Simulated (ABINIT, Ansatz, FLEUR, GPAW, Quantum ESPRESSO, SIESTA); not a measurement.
**One structure in several programs: HfO2 (P4_2/nmc, 6 atoms in the cell)**

Self-consistent single point.

```xyz
6
Lattice="3.5335 0.0000 0.0000 0.0000 3.5335 0.0000 0.0000 0.0000 5.1362" Properties=species:S:1:pos:R:3 pbc="T T T"
Hf     1.7667     1.7667     2.5681
Hf     0.0000     0.0000     0.0000
O      0.0000     1.7667     3.5810
O      0.0000     1.7667     1.0129
O      1.7667     0.0000     4.1233
O      1.7667     0.0000     1.5552
```

Shared settings, as Ansatz (a quantum-chemistry and plane-wave program) writes them: kpoints.mp_grid.grid = 1 1 1; scf.occupations.method = fermi_dirac; scf.occupations.width = 0.01 eV. Potentials and cutoffs stand in the table.

| code | model | pressure (GPa) | largest force (eV/Å) | cutoff |
|---|---|---|---|---|
| FLEUR | PBE, all-electron FLAPW (FLEUR), scalar-relativistic valence | – | 1.169 | Kmax 4.6 1/bohr |
| Quantum ESPRESSO | PBE, GBRV 1.5 ultrasoft (PBE) pseudopotentials | 4.97 | 1.075 | 40 Ry |
| ABINIT | PBE, norm-conserving pseudopotentials (PseudoDojo nc-sr-05 PBE standard) | 4.16 | 1.218 | 42 Ha |
| SIESTA | GGA PBE, numerical atomic orbitals TZP, PseudoDojo PBE standard norm-conserving potentials (rewritten from UPF to PSML) | 7.16 | 1.310 | grid 350 Ry |
| GPAW | PBE, GPAW PAW datasets PBE (gpaw-data 1.0.1) | – | 1.001 | 900 eV |
| Ansatz | PBE, default PAW files | 6.58 | 1.174 | 420 eV |

A dash marks a value that a program does not give, or that is left out as unsure.

On Ansatz's run: spin-orbit coupling is off.

The spread over the programs that give each value: pressure within 3.00 GPa; largest force within 0.309 eV/Å.

SIESTA uses small atom-centred bases, whose incompleteness enters pressures, forces and empty levels differently from a plane-wave cutoff. FLEUR treats all electrons, but the usual bases taken here (sphere radii, linearisation, local orbitals, empty states) were not tested for convergence, so the values are no reference for the others. Ansatz's pressure is given at a fixed set of plane waves, as the other plane-wave codes print theirs; with its correction for the finite basis it is 7.39 GPa (the shift of 0.80 GPa shows how far the cutoff is from converged). The pressure of GPAW is left out: its cutoff lies under the one at which its stress was checked. In the pressure, SIESTA (by 2.20) and Ansatz (by 1.61) lie more than 1 GPa from the median of the plane-wave programs. In the force vectors, ABINIT (by 0.094), SIESTA (by 0.186) and GPAW (by 0.124) lie more than 0.08 eV/Å from the median of the plane-wave programs.

On the base mesh (8 8 5) the same programs gave: Ansatz pressure 15.24 GPa, gap on the mesh 4.858 eV; Quantum ESPRESSO pressure 13.86 GPa; ABINIT pressure 13.17 GPa; SIESTA pressure 14.86 GPa.

The values differ from the base mesh's, so the mesh still matters here: the table compares the programs at equal settings.

The starting cell comes from a database of computed structures (which also holds hypothetical and non-ambient phases and stackings), without a prior relaxation at this level. Its lattice was rescaled by a random factor within 2.5 % of one.

Left out of this page: CP2K (on another mesh).

Keys are those of Ansatz 0.2.
